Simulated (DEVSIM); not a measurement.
Structure: abrupt InP p-n junction, at 400 K.

```
layer (left to right)  material  thickness (μm)  Nd (cm⁻³)  Na (cm⁻³)   τn (s)   τp (s)
---------------------  --------  --------------  ---------  ---------  -------  -------
1                           InP            4.40          -     1.1e18  3.1e-10  3.1e-10
2                           InP             210     2.3e14          -  3.1e-10  3.1e-10
```

Left contact: ohmic. Right contact: ohmic. Voltage is applied to the left contact. Recombination: SRH at mid-gap, Auger. Mobility is constant in doping.

Constants are typed, rounded textbook-type inputs, not results; the design itself was drawn at random and stands for no fabricated device. Values at 300 K; Nc and Nv go as T^1.5, mobilities as T to minus their exponent, the gap by Varshni's rule with the affinity fixed.

| parameter | InP |
|---|---|
| gap (eV) | 1.344 |
| affinity (eV) | 4.38 |
| permittivity | 12.5 |
| Nc (cm⁻³) | 5.7e17 |
| Nv (cm⁻³) | 1.1e19 |
| μn (cm²/Vs) | 5200 |
| μp (cm²/Vs) | 170 |
| T exponent of μn | 2 |
| T exponent of μp | 2 |
| Cn (cm⁶/s) | 9e-31 |
| Cp (cm⁶/s) | 9e-31 |
| Varshni α (eV/K) | 0.000363 |
| Varshni β (K) | 162 |

DEVSIM, 1D drift-diffusion, Boltzmann statistics, complete ionisation; no tunnelling, impact ionisation, image-force lowering or self-heating.

The temperature was swept, all else fixed.

```tsv
temperature (K)	largest field in the device at zero bias (V/cm)	dark forward voltage at 1 A/cm² (V)	potential step across the device at zero bias (V)
250	51000	0.997	1.153
300	55000	0.914	1.082
350	60000	0.834	1.009
400	64000	0.758	0.933
450	68000	0.688	0.855
500	71000	0.623	0.776
```

From the first row to the last the largest field in the device at zero bias goes from 51000 to 71000. From the first row to the last the dark forward voltage at 1 A/cm² goes from 0.997 to 0.623.
